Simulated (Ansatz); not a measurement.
Input and output of a self-consistent single point for RbBr (Fm-3m, 2 atoms in the cell) (Ansatz, a quantum-chemistry and plane-wave program).

Method: PBE (plane waves, PAW; Ansatz).

The change in words: lattice scaled by 0.98. Reference geometry:
```xyz
2
Lattice="0.0000 3.4450 3.4450 3.4450 0.0000 3.4450 3.4450 3.4450 0.0000" Properties=species:S:1:pos:R:3 pbc="T T T"
Rb     0.0000     0.0000     0.0000
Br     3.4450     3.4450     3.4450
```

Reference input (self-consistent single point, DFT, PBE, plane waves, default PAW files): basis.ecutwfc = 420 eV; kpoints.mp_grid.grid = 8 8 8; hamiltonian.xc = pbe; hamiltonian.pseudopotentials = {kind: paw} (the program's default PAW files); scf.occupations.method = fermi_dirac; scf.occupations.width = 0.02 eV. This run's input differs from it in these lines:

Ansatz 0.2 input:
```diff
@@ -2,8 +2,8 @@
   lattice:
-    - [0.000000, 3.445000, 3.445000]
-    - [3.445000, 0.000000, 3.445000]
-    - [3.445000, 3.445000, 0.000000]
+    - [0.000000, 3.376100, 3.376100]
+    - [3.376100, 0.000000, 3.376100]
+    - [3.376100, 3.376100, 0.000000]
   atoms:
     - { symbol: Rb, position_ang: [0.000000, 0.000000, 0.000000] }
-    - { symbol: Br, position_ang: [3.445000, 3.445000, 3.445000] }
+    - { symbol: Br, position_ang: [3.376100, 3.376100, 3.376100] }
 basis:
```

Output, abridged:

```
SCF iter   1: F=—  HF=-6054.022260 eV  |F-HF|=—  |Δ(HF+E_count)|=         —  Δρ=2.21e-4  dr2=4.54e-5  ethr=1.77e-3  ⟨swp⟩=8.2  Hψ=2545  notcnv=0
all-band conjugate gradients solve this SCF's bands
preconditioner: auto → none
SCF iter   2: F=—  HF=-6054.022496 eV  |F-HF|=—  |Δ(HF+E_count)|=   2.36e-4  Δρ=8.20e-5  dr2=3.38e-6  ethr=2.84e-7  ⟨swp⟩=3.3  Hψ=1081  notcnv=0
   [... lines left out ...]
SCF iter   4: F=-6054.022518 eV  HF=-6054.022518 eV  |F-HF|=5.71e-8  |Δ(HF+E_count)|=   2.79e-6  Δρ=4.12e-6  dr2=9.77e-9  ethr=2.01e-9  ⟨swp⟩=2.0  Hψ=551  notcnv=0
iter 5 did not close the SCF: its close was put off for the readings that it lacked (scf_convergence_deferred on its scf_iter line)
SCF iter   5: F=-6054.022518 eV  HF=-6054.022518 eV  |F-HF|=8.06e-10  |Δ(HF+E_count)|=   6.29e-8  Δρ=5.54e-7  dr2=1.09e-10  ethr=6.11e-11  ⟨swp⟩=2.0  Hψ=556  notcnv=0
SCF iter   6: F=-6054.022518 eV  HF=-6054.022518 eV  |F-HF|=1.82e-12  |Δ(HF+E_count)|=  8.99e-10  Δρ=8.66e-8  dr2=5.00e-12  ethr=1.00e-12  ⟨swp⟩=1.1  Hψ=1037  notcnv=0
SCF 1 converged in 6 iterations: F = -6054.022518 eV  dr2 = 5.00e-12
Free energy (F): -6054.022518 eV
Internal energy: -6054.022518 eV  (E = F + TS)
E sigma→0 (E₀):  -6054.022518 eV
Fermi energy:    3.792319 eV
--- Forces (eV/Å), atoms counted from 1 ---
  atom   1  Rb    -0.00000000     0.00000000     0.00000000
  atom   2  Br     0.00000000    -0.00000000     0.00000000
--- Stress (GPa, compression-positive) ---
        1.828397       0.000000      -0.000000
       -0.000000       1.828397       0.000000
       -0.000000      -0.000000       1.828397
  P = ⅓ Tr σ = 1.8284 GPa (18.284 kbar)
  The stress holds the Pulay correction. Without it, at fixed plane waves, as pw.x and ABINIT print it: P = 1.8236 GPa
```

The run converged in 6 iterations. Against the reference run the free energy goes up by 18.9 meV/atom, the pressure goes from 0.75 to 1.83 GPa and the gap on the mesh goes from 4.325 to 4.482 eV. The full log also holds: “iter 4 did not close the SCF: its close was put off for the readings that it lacked (scf_convergence_deferred on its scf_iter line)”.

The starting cell has typed, rounded lattice constants, without a prior relaxation at this level. For this run, on top of that: lattice scaled by 0.98. Ansatz's pressure includes its estimate of the finite-basis (Pulay) stress.
